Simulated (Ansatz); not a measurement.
The parent structure is RbSrBr3 in the cubic perovskite structure (space group Pm-3m, No. 221; a = 5.9462 Å; a hypothetical phase, not in the database extracts checked). Axes: x, y, z lie along the cube axes.

Level of theory: r2SCAN (Ansatz, a quantum-chemistry and plane-wave program), no spin-orbit coupling.

The change: uniaxial strain ε_xx = −4.42 %, all other strain components held at zero, atoms relaxed at fixed cell.

Q: Predict the stress tensor and what it implies for the stiffness.

A: Stress of the strained cell less that of the base (GPa, compression positive):
```
   2.66    0.00    0.00
   0.00    0.25    0.00
   0.00    0.00    0.25
```

Then −Δσ_ii/ε with ε = -0.0442 gives secant stiffness values (nonlinear terms included at this strain): C11 ≈ 60 GPa.

As a check, the harmonic strain energy −½ V₀ Δσ:ε is 15 meV/atom; the computed energy rise is 14 meV/atom.

Whether these cells are dynamically stable was not tested. Many cubic perovskites are stable only at high temperature; tilts and polar distortions were not tested.
